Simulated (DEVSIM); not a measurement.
Structure: abrupt GaP p-n junction, at 300 K.

Layer 1 from the left is GaP, thickness (μm) 0.300, Na (cm⁻³) 2.4e17, τn (s) 1.1e-7, τp (s) 1.1e-7. Layer 2 from the left is GaP, thickness (μm) 20.0, Nd (cm⁻³) 1.2e15, τn (s) 1.1e-7, τp (s) 1.1e-8.

Left contact: ohmic. Right contact: ohmic. Voltage is applied to the left contact. Recombination: SRH at mid-gap, radiative, Auger. Mobility is constant in doping.

The device is made up for the run: typed textbook-type constants, with dimensions and the other settings drawn at random. Values at 300 K.

GaP: gap (eV) 2.26, affinity (eV) 3.8, permittivity 11.1, Nc (cm⁻³) 1.8e19, Nv (cm⁻³) 1.9e19, μn (cm²/Vs) 250, μp (cm²/Vs) 150, B (cm³/s) 1e-13, Cn (cm⁶/s) 1e-30, Cp (cm⁶/s) 1e-30.

### Question
Estimate by hand the built-in potential, the peak field at zero bias, the capacitance at -0.6 V, and compare with a numerical solution.

### Answer

- Built-in potential: ni = √(Nc Nv) exp(−Eg/2kT) = 1.92 cm⁻³ with Eg = 2.260 eV; Vbi = kT/q ln(Na Nd/ni²) = 1.898 V; numerical 1.898 V.
- Peak field at zero bias: depletion approximation: W = √(2εVbi/(qN)) = 1.40 μm with N = 1.19e15 cm⁻³; field = 2Vbi/W = 27200 V/cm; numerical 35200 V/cm (estimate below by 23 %).
- Capacitance at -0.6 V: C = √(qεN / 2(Vbi + |V|)) = 6.13 nF/cm²; numerical 6.22 nF/cm² (estimate below by 1.4 %).

Model (solved in DEVSIM): 1D drift-diffusion, Boltzmann statistics, complete ionisation; no tunnelling, impact ionisation, image-force lowering or self-heating.
